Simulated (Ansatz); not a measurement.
The starting structures come from a database of crystals and need not be the phases stable at ambient conditions.

**Evanescent states of MgS (Fm-3m, rock salt, 2 atoms a cell, 17.7 Å³ an atom) along the normal of (110)**

Computed with r2SCAN (plane waves, PAW; Ansatz, a first-principles code).

The gap is the functional's own, uncorrected, and κ follows it; spin-orbit coupling is left out. Mid-gap means the computed energy nearest the middle.

Energies count from the valence-band top; κ is the least over a 8×6 mesh across the current.

```csv
E (eV),κ (1/Å),where
0.09,0.069,Γ
0.26,0.117,Γ
0.42,0.148,Γ
0.59,0.171,Γ
0.77,0.189,Γ
0.94,?,Γ
1.10,?,Γ
1.27,?,Γ
1.45,?,Γ
1.61,?,Γ
1.78,?,Γ
1.96,?,Γ
2.12,?,Γ
2.29,?,Γ
2.46,?,Γ
2.63,0.210,Γ
2.81,0.193,Γ
2.98,0.172,Γ
3.15,0.144,Γ
3.31,0.101,Γ
```

### Question
Fill in the missing entries.

### Answer

- 0.94, κ (1/Å): 0.204
- 1.10, κ (1/Å): 0.216
- 1.27, κ (1/Å): 0.226
- 1.45, κ (1/Å): 0.234
- 1.61, κ (1/Å): 0.241
- 1.78, κ (1/Å): 0.246
- 1.96, κ (1/Å): 0.249
- 2.12, κ (1/Å): 0.244
- 2.29, κ (1/Å): 0.234
- 2.46, κ (1/Å): 0.223
